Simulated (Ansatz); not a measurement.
System: interstitial Zn in monoclinic HfO2 (charge state +2). Calculation: PBE, PAW (plane waves to 420 eV; Ansatz, a first-principles code).

96-site cell at the relaxed PBE lattice, the Γ point alone, smearing 0.01 eV, spin-restricted, no finite-size correction. No zero-point or tunnelling terms. Spin-orbit coupling is left out. The charge state is imposed; whether it is stable for some Fermi level was not computed. Sites that were not tried may lie lower.

Barriers: single points on a 2×2×2 k-point mesh shifted by half a step at the bands' geometries.

Relaxed starting cell (atoms counted from 1):

```
Hf32ZnO64
1.0
   10.32305     0.00000     0.00000
    0.00000    10.42402     0.00000
   -1.79660     0.00000    10.55307
Hf O Zn
32 64 1
Direct
  0.13518   0.22533   0.35556
  0.13757   0.22838   0.85541
  0.13607   0.72892   0.35512
  0.13812   0.73037   0.85549
  0.63754   0.22917   0.35350
  0.63817   0.22851   0.85359
  0.64253   0.73398   0.35497
  0.63904   0.73042   0.85058
  0.35652   0.26429   0.14714
  0.35985   0.26644   0.65312
  0.36013   0.77970   0.14308
  0.36268   0.77177   0.64708
  0.86389   0.27036   0.14638
  0.86158   0.26955   0.64496
  0.86499   0.77328   0.14602
  0.86108   0.77242   0.64606
  0.34549   0.47296   0.41863
  0.36270   0.48111   0.89634
  0.36298   0.97789   0.39771
  0.36357   0.97909   0.89508
  0.86193   0.47871   0.39471
  0.86634   0.47883   0.89071
  0.86154   0.97969   0.39642
  0.86147   0.97902   0.89552
  0.13631   0.02097   0.10373
  0.13683   0.01997   0.60477
  0.13731   0.51896   0.10488
  0.13184   0.52131   0.61090
  0.63881   0.02308   0.10370
  0.63713   0.02276   0.60423
  0.65734   0.52148   0.09252
  0.63875   0.51998   0.60259
  0.03337   0.08204   0.42386
  0.03320   0.08541   0.92474
  0.03543   0.58285   0.42477
  0.03862   0.58240   0.92317
  0.53171   0.08947   0.42486
  0.53457   0.08548   0.92437
  0.52945   0.58292   0.41793
  0.53878   0.58412   0.92171
  0.47030   0.41854   0.08076
  0.46410   0.41209   0.58099
  0.46674   0.91690   0.07550
  0.46683   0.91432   0.57557
  0.96543   0.41585   0.07623
  0.96133   0.41753   0.57819
  0.96631   0.91581   0.07671
  0.96497   0.91499   0.57643
  0.46385   0.34409   0.32540
  0.46586   0.33421   0.83119
  0.46817   0.83601   0.32431
  0.46694   0.83515   0.82539
  0.96425   0.33262   0.32830
  0.96681   0.33374   0.82579
  0.96688   0.83356   0.32796
  0.96519   0.83492   0.82727
  0.03375   0.16395   0.17505
  0.03506   0.16528   0.67392
  0.03957   0.66639   0.17466
  0.03257   0.66675   0.67565
  0.53169   0.16641   0.17414
  0.53253   0.16369   0.67645
  0.54005   0.66962   0.16703
  0.53367   0.66429   0.67060
  0.21598   0.36445   0.49891
  0.22851   0.37043   0.99381
  0.22529   0.86867   0.48906
  0.22477   0.87276   0.98910
  0.72248   0.37194   0.48598
  0.72747   0.37356   0.98533
  0.72344   0.87311   0.48830
  0.72434   0.87196   0.98902
  0.27485   0.12722   0.01165
  0.27538   0.12634   0.51249
  0.27882   0.62973   0.01499
  0.27273   0.62552   0.51585
  0.77536   0.13038   0.01147
  0.77491   0.12887   0.51021
  0.78451   0.63214   0.00651
  0.77267   0.63039   0.50827
  0.27583   0.12097   0.26145
  0.27546   0.12148   0.76321
  0.28571   0.61367   0.26267
  0.27545   0.62243   0.76423
  0.77383   0.12236   0.26131
  0.77540   0.12124   0.76073
  0.77804   0.62206   0.25760
  0.77571   0.62033   0.75776
  0.22053   0.37615   0.24539
  0.22401   0.38018   0.74447
  0.22489   0.87740   0.23903
  0.22481   0.87910   0.73937
  0.72461   0.38072   0.23547
  0.72442   0.37827   0.73613
  0.72610   0.87890   0.23911
  0.72389   0.87899   0.73786
  0.46138   0.52119   0.23250
```
Cell charge +2.

End state 1 differs by these moves (Å; atoms that move under 0.08 Å are left out):

| atom | element | Δx | Δy | Δz |
|---|---|---|---|---|
| 3 | Hf | -0.06 | 0.00 | 0.06 |
| 8 | Hf | 0.20 | -0.02 | -0.09 |
| 9 | Hf | 0.06 | 0.08 | 0.00 |
| 10 | Hf | 0.05 | 0.05 | -0.09 |
| 11 | Hf | -0.20 | -0.03 | 0.27 |
| 16 | Hf | 0.06 | -0.01 | -0.06 |
| 17 | Hf | 0.21 | 0.06 | -0.23 |
| 18 | Hf | -0.02 | -0.11 | -0.04 |
| 19 | Hf | -0.04 | 0.06 | 0.06 |
| 20 | Hf | -0.08 | 0.07 | 0.02 |
| 28 | Hf | 0.07 | -0.02 | -0.06 |
| 31 | Hf | -0.18 | -0.06 | 0.13 |
| 41 | O | -0.01 | -0.05 | -0.07 |
| 43 | O | -0.03 | -0.11 | 0.00 |
| 49 | O | 0.03 | -0.09 | 0.00 |
| 51 | O | -0.06 | 0.02 | 0.07 |
| 63 | O | -0.11 | -0.03 | 0.01 |
| 65 | O | 0.11 | 0.07 | -0.10 |
| 68 | O | -0.06 | 0.01 | 0.07 |
| 75 | O | 0.07 | 0.07 | -0.03 |
| 79 | O | -0.07 | -0.04 | 0.01 |
| 83 | O | -0.14 | 0.11 | 0.03 |
| 88 | O | 0.09 | -0.02 | -0.01 |
| 89 | O | 0.06 | 0.06 | -0.07 |
| 91 | O | -0.11 | 0.09 | 0.10 |
| 97 | Zn | 0.45 | 2.17 | -2.64 |

### Question
What is the computed forward and backward barriers to end state 1 (PBE, PAW)?

### Answer
forward 2.13 eV, backward 2.13 eV; at the saddle point atom 97 has neighbours 2 O at 1.81, O at 1.92, O at 1.99 Å. The saddle point's order was not checked.
